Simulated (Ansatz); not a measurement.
Start from Pd in the fcc (Cu type) structure (space group Fm-3m, No. 225; relaxed with 0.1 eV smearing).

```
Pd
1.0
    0.00000     1.93885     1.93885
    1.93885     0.00000     1.93885
    1.93885     1.93885     0.00000
Pd
1
Cartesian
  0.00000   0.00000   0.00000
```

Computed with PBEsol/PAW in Ansatz (a program for electronic structure), no spin-orbit coupling.

Base values:

```
Quantity    Value
--------  -------
Pressure  0.0 GPa
```

The change: every lattice vector is stretched by 3.00 %, atoms relaxed at fixed cell.

Task: What does the calculation give for the energy relative to the base after the change?

Result: The energy increases by 65 meV/atom.

Task: Predict the new pressure.

Result: The pressure goes from zero to -14.1 GPa.

The cells carry an imposed strain or load. Whether these cells are dynamically stable was not tested. The final runs are not spin-polarised. Pd lies near a magnetic instability that expansion can trigger; it was not tested.
